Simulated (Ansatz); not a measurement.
**How far to go with the k-point mesh at a smearing width of 0.02 eV: NiAl (P4mm, 2 atoms in the cell)**

```
CELL_PARAMETERS angstrom
      2.88133     0.00000     0.00000
      0.00000     2.88133     0.00000
      0.00000     0.00000     2.88133
ATOMIC_POSITIONS crystal
  Al 0.50000 0.50000 0.51735
  Ni 0.00000 0.00000 0.00000
```

Method: LDA (PW92), PAW files made with PBE (plane waves; Ansatz, a first-principles code).

Base settings: basis.ecutwfc = 420 eV; kpoints.mp_grid.grid = 11 11 11; hamiltonian.xc = lda; hamiltonian.pseudopotentials = {kind: paw} (the program's default PAW files); scf.occupations.method = fermi_dirac; scf.occupations.width = 0.1 eV.

In this ladder: scf.occupations.width = 0.02 eV.

Only quantities that move along the ladder and can be compared are tabulated.

The count of work is k-points × plane waves × bands × iterations; it is no time. 

The starting cell has typed, rounded lattice constants, without a prior relaxation at this level. Its lattice was rescaled by up to half a per cent. One atom was moved a little off its site on purpose. Spin polarisation is off. In the base run, with a pressure of about -8 GPa the cell is away from its equilibrium volume at this level. Ansatz's pressure includes its estimate of the finite-basis (Pulay) stress.

Steps (kpoints.mp_grid.grid): 4 4 4; 5 5 5; 6 6 6; 7 7 7; 9 9 9; 10 10 10; 12 12 12; 15 15 15; 22 22 22; 27 27 27.

Q: What is the coarsest kpoints.mp_grid.grid that holds the pressure within 0.1 GPa of the last step, with all finer ones?

A: 12 12 12, at 0.12 of the last step's count of work; the step before is off by 0.17 GPa.

Q: What is the coarsest kpoints.mp_grid.grid that holds the forces within 0.005 eV/Å of the last step, with all finer ones?

A: 5 5 5, at 0.011 of the last step's count of work; the step before is off by 0.008 eV/Å.

Q: What is the coarsest kpoints.mp_grid.grid that holds the free energy within 0.5 meV/atom of the last step, with all finer ones?

A: 22 22 22; the step before is off by 1.1 meV/atom.

| kpoints.mp_grid.grid | free energy less the last step's (meV/atom) | pressure (GPa) | largest difference of a force vector from the last step's (eV/Å) | count of work / last |
|---|---|---|---|---|
| 4 4 4 | -18.73 | -9.33 | 0.008 | 0.012 |
| 5 5 5 | 20.98 | -7.56 | 0.002 | 0.011 |
| 6 6 6 | 15.01 | -8.20 | 0.002 | 0.024 |
| 7 7 7 | -6.58 | -8.43 | 0.001 | 0.027 |
| 9 9 9 | 2.08 | -8.57 | 0.001 | 0.051 |
| 10 10 10 | -2.15 | -8.58 | 0.000 | 0.086 |
| 12 12 12 | 1.00 | -8.39 | 0.001 | 0.12 |
| 15 15 15 | 1.10 | -8.42 | 0.000 | 0.20 |
| 22 22 22 | -0.11 | -8.43 | 0.000 | 0.64 |
| 27 27 27 | 0.00 | -8.41 | 0.000 | 1.0 |

Keys are those of Ansatz 0.2.
